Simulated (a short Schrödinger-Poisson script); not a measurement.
Stack: gated Al0.3Ga0.7As/GaAs modulation-doped gas, at 300 K.

```csv
layer,material,thickness (nm),Nd (cm⁻³),Na (cm⁻³)
1,Al0.3Ga0.7As,10,-,-
2,Al0.3Ga0.7As,20,1.6e18,-
3,Al0.3Ga0.7As,2,-,-
4,GaAs,6000,-,2e14
```

Constants are typed, rounded textbook-type inputs, not results; the design itself was drawn at random and stands for no fabricated device. Al0.3Ga0.7As: permittivity 12.05, conduction-band edge (eV) 0.237, gap (eV) 1.798, electron mass (mₑ) 0.0919, Nv at 300 K (cm⁻³) 9e18. GaAs: permittivity 12.9, conduction-band edge (eV) 0, gap (eV) 1.424, Nv at 300 K (cm⁻³) 9e18.

Channel valleys (confinement mass, in-plane density-of-states mass, number): Γ 0.067, 0.067, 1. At the gate the conduction-band edge of layer 1 lies 0.99 eV − eVg above the Fermi level of the channel; the field vanishes at the back. Donor level 0.02 eV below the band edge. The barrier under the gate holds no holes. Gaps are held at their typed values at every temperature. Mesh 0.08 nm at interfaces.

From a short Schrödinger-Poisson script (our own, NumPy): 1D Poisson equation in equilibrium, electrons quantum, Hartree (BenDaniel-Duke, 40 states a valley, the channel's in-plane mass for all, wave functions free to enter the barrier), parabolic valleys, classical holes, donors ionised by Fermi statistics, acceptors fully, no traps, pinning or gate leakage.

The same stack at other levels of the model or other numerical settings:

```csv
run,sheet density of all electrons at Vg = 0.5 V (cm⁻²),sheet density of all electrons at Vg = 0 V (cm⁻²),capacitance at Vg = 0.5 V (μF/cm²),centroid of the channel electrons at Vg = 0.5 V (nm),rough cost against the base
base,9.96e11,3.48e11,0.450,11.55,about 1
"electrons treated as classical, Boltzmann",1.14e12,3.71e11,___,8.13,0.03
"electrons treated as classical, Fermi-Dirac",1.05e12,3.64e11,0.446,10.02,0.1
"electrons treated as quantum, Hartree plus LDA exchange-correlation",___,3.58e11,0.447,10.88,2
mesh six times as coarse,9.96e11,3.49e11,0.450,11.61,0.2
one subband a valley,9.19e11,___,0.451,7.98,0.5
```

Task: Fill in the missing entries.

Result: 
- one subband a valley, sheet density of all electrons at Vg = 0 V (cm⁻²): 3.21e11
- electrons treated as classical, Boltzmann, capacitance at Vg = 0.5 V (μF/cm²): 0.437
- electrons treated as quantum, Hartree plus LDA exchange-correlation, sheet density of all electrons at Vg = 0.5 V (cm⁻²): 1.03e12

The classical rows ignore confinement, and Boltzmann statistics overrate the density once the band edge passes the Fermi level.
